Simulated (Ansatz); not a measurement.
Ca(OH)₂ (P-3m1, No. 164) was calculated with BLYP (PAW; Ansatz, an electronic-structure program).

Run with plane-wave cutoff 520 eV, 12×12×8 k mesh (along the axes of the cell as run), Fermi–Dirac smearing 0.01 eV, scalar-relativistic PAW data made under PBE.

Shape and atoms are relaxed at each volume.

The direct gap at Γ against volume; x = 100 ln(V/12.065 Å³). One gap is withheld.

```csv
V (Å³/atom),x,gap (eV)
11.582,-4.09,4.141
11.823,-2.03,4.066
12.065,0.00,3.995
12.306,1.98,3.927
12.547,3.92,?
```

Q: Fit a straight line to the rows shown, give the volume deformation potential and predict the withheld gap.

A: Means of the 4 rows: x̄ = -1.035, ȳ = 4.0323 eV. Σ(x − x̄)(y − ȳ) = -0.7217 and Σ(x − x̄)² = 20.485, so the slope is -0.0352 eV per unit of x, and dE_g/d ln V = -3.5 eV. At x = 3.92: 4.0323 + (-0.0352) × (3.92 − (-1.035)) = 3.858 eV. The run gives 3.862 eV, 0.004 eV above the line.

Note: the cell is over a tenth larger than the published one: the level's own overestimate first of all, though another phase or state, or a fault of the published cell, is possible; the relaxation could not lower the start's symmetry, so the cell can be a saddle point above a distorted one; the bulk modulus comes from volumes at which shape and atoms were relaxed.
